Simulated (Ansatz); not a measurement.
**ScAl3: pressure series**

Start from ScAl3 in the Cu3Au type structure (space group Pm-3m, No. 221; a = 4.032 Å).

Cell and atoms are relaxed at each pressure.

All numbers come from Kohn–Sham DFT with the LDA functional, run in Ansatz (a quantum-chemistry and plane-wave program) with PAW and 420 eV plane waves, without spin-orbit coupling.

Notes on the quantities. enthalpy: H = E + PV relative to the base's energy.

```
change             lattice parameter a       enthalpy
-----------------  -------------------  -------------
base                          403.2 pm              –
pressure −2 GPa               406.1 pm  -0.21 eV/atom
pressure −1 GPa               404.6 pm  -0.10 eV/atom
pressure 0.9 GPa              402.0 pm  +0.09 eV/atom
pressure 2.1 GPa              400.4 pm  +0.21 eV/atom
pressure 4.5 GPa              397.5 pm  +0.45 eV/atom
pressure 9 GPa                392.7 pm  +0.88 eV/atom
pressure 15 GPa               387.2 pm  +1.44 eV/atom
pressure 22.5 GPa             381.4 pm  +2.10 eV/atom
pressure 30 GPa               376.5 pm  +2.74 eV/atom
```

Load acts through the strain it causes; cell and atoms are relaxed under it. No phonon test of stability was made. No other phases were tried under pressure. The final runs are not spin-polarised.
